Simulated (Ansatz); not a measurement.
Corundum Ga2O3 (metastable phase) was calculated with r²SCAN in Ansatz (plane waves, PAW).

Numerical settings: plane-wave cutoff 600 eV, 6×6×6 k mesh, scalar-relativistic PAW data made under PBE.

Cell (measured lattice):

```xyz
10
Lattice="2.4900 1.4376 4.4767 -2.4900 1.4376 4.4767 0.0000 -2.8752 4.4767" Properties=species:S:1:pos:R:3 pbc="T T T"
Ga     0.0000     0.0000     1.9420
Ga     0.0000     0.0000     8.6570
Ga     0.0000     0.0000    11.4880
Ga     0.0000     0.0000     4.7730
O     -1.7340     0.1281     7.8342
O      0.7560    -1.5657     7.8342
O      1.7340    -0.1281     5.5958
O     -0.9779    -1.4376     5.5958
O     -0.7560     1.5657     5.5958
O      0.9779     1.4376     7.8342
```

### Question
Estimate the elastic constant C11, elastic constant C66, Voigt–Reuss–Hill shear modulus (Hill average), Poisson ratio, Voigt–Reuss–Hill bulk modulus, elastic constant C12, elastic constant C13, elastic constant C33 and elastic constant C44 that the calculation returns.

### Answer

- elastic constant C11: 416 GPa
- elastic constant C66: 113 GPa
- Voigt–Reuss–Hill shear modulus (Hill average): 105 GPa
- Poisson ratio: 0.308
- Voigt–Reuss–Hill bulk modulus: 238 GPa
- elastic constant C12: 189 GPa
- elastic constant C13: 140 GPa
- elastic constant C33: 380 GPa
- elastic constant C44: 88.7 GPa

Note: the cell isn't this level's own, so it is under some stress, which shifts stiffness and frequencies.

Elastic constants are with the ions relaxed.

The computed numbers hold no vibrational or temperature effects.

Ansatz is a quantum-chemistry and plane-wave program.
